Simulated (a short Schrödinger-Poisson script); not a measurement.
# Gated In0.52Al0.48As/In0.53Ga0.47As δ-doped gas in a quantum well

System: gated In0.52Al0.48As/In0.53Ga0.47As δ-doped gas in a quantum well, at 300 K.

| layer | material | thickness (nm) | Na (cm⁻³) |
|---|---|---|---|
| 1 | In0.52Al0.48As | 15 | - |
| 2 | In0.52Al0.48As | 2 | - |
| 3 | In0.53Ga0.47As | 20 | - |
| 4 | In0.52Al0.48As | 4000 | 6e15 |

The device is made up for the run: typed textbook-type constants, with dimensions and the other settings drawn at random. In0.52Al0.48As: permittivity 12.5, conduction-band edge (eV) 0.52, gap (eV) 1.45, electron mass (mₑ) 0.075, Nv at 300 K (cm⁻³) 1.1e19. In0.53Ga0.47As: permittivity 13.9, conduction-band edge (eV) 0, gap (eV) 0.74, Nv at 300 K (cm⁻³) 7.7e18.

Channel valleys (confinement mass, in-plane density-of-states mass, number): Γ 0.041, 0.041, 1. At the gate the conduction-band edge of layer 1 lies 0.55 eV − eVg above the Fermi level of the channel; the field vanishes at the back. Sheet of ionised δ-doping: +3.1e12 e/cm² at 15 nm from the gate. The barrier under the gate holds no holes. Gaps are held at their typed values at every temperature. Mesh 0.08 nm at interfaces.

Solved with a short Schrödinger-Poisson script written for these runs: 1D Poisson equation in equilibrium, electrons quantum, Hartree (BenDaniel-Duke, 40 states a valley, the channel's in-plane mass for all, wave functions free to enter the barrier), parabolic valleys, classical holes, full ionisation, no traps, pinning or gate leakage.

```tsv
Vg (V)	electrons (cm⁻²)	in the channel layer	C (μF/cm²)	Γ E0 (meV)	Γ E1 (meV)
0.4	2.83e12	2.72e12	0.515	-124.3	-29.2
0.35	2.67e12	2.57e12	0.511	-118.0	-25.7
0.3	2.51e12	2.42e12	0.508	-111.7	-22.2
0.25	2.35e12	2.27e12	0.505	-105.2	-18.6
0.2	2.19e12	2.13e12	0.502	-98.8	-14.9
0.15	2.04e12	1.98e12	0.499	-92.2	-11.0
0.1	1.88e12	1.83e12	0.496	-85.6	-7.1
0.05	1.73e12	1.69e12	0.492	-78.9	-2.9
0	1.58e12	1.54e12	0.488	-72.0	1.4
-0.05	1.42e12	1.39e12	0.484	-65.1	6.0
-0.1	1.27e12	1.25e12	0.478	-57.9	10.8
-0.15	1.13e12	1.11e12	0.472	-50.6	16.0
-0.2	9.81e11	9.64e11	0.465	-42.9	21.5
-0.25	8.38e11	8.25e11	0.457	-34.9	27.6
-0.3	6.98e11	6.88e11	0.446	-26.4	34.3
-0.35	5.61e11	5.54e11	0.432	-17.1	41.9
-0.4	4.31e11	4.26e11	0.413	-6.8	50.7
-0.45	3.07e11	3.04e11	0.387	5.1	61.3
```

Subbands count from the Fermi level.
